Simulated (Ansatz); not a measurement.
# SrO (P6₃/mmc, No. 194, 4 atoms in the cell; start mp-754824; a measured phase of this formula has another space group)

Level of theory: HSE06 (PAW; Ansatz, an electronic-structure program).

Settings: plane-wave cutoff 520 eV, 6×6×6 k mesh, scalar-relativistic PAW data made under PBE.

Cell (relaxed at this level):

```xyz
4
Lattice="4.2629 0.0000 0.0000 -2.1315 3.6918 0.0000 0.0000 0.0000 5.1381" Properties=species:S:1:pos:R:3 pbc="T T T"
Sr     0.0000     2.4612     4.8170
Sr     2.1315     1.2306     2.2480
O      0.0000     2.4612     2.2479
O      2.1315     1.2306     4.8169
```

For SrO (P6₃/mmc, No. 194, 4 atoms in the cell; start mp-754824; a measured phase of this formula has another space group), the voigt–Reuss–Hill bulk modulus comes out as 74.7 GPa and the voigt–Reuss–Hill shear modulus (Hill average) is 27.4 GPa. The Young modulus comes out as 73.1 GPa and the Poisson ratio comes out as 0.337.

Note: the relaxation could not lower the start's symmetry, so the cell can be a saddle point above a distorted one.

Elastic constants are with the ions relaxed.

Computed values are for the static lattice.

The result took very roughly 3 core-hours.

A start named mp-… is a Materials Project structure, which need not be a measured phase.
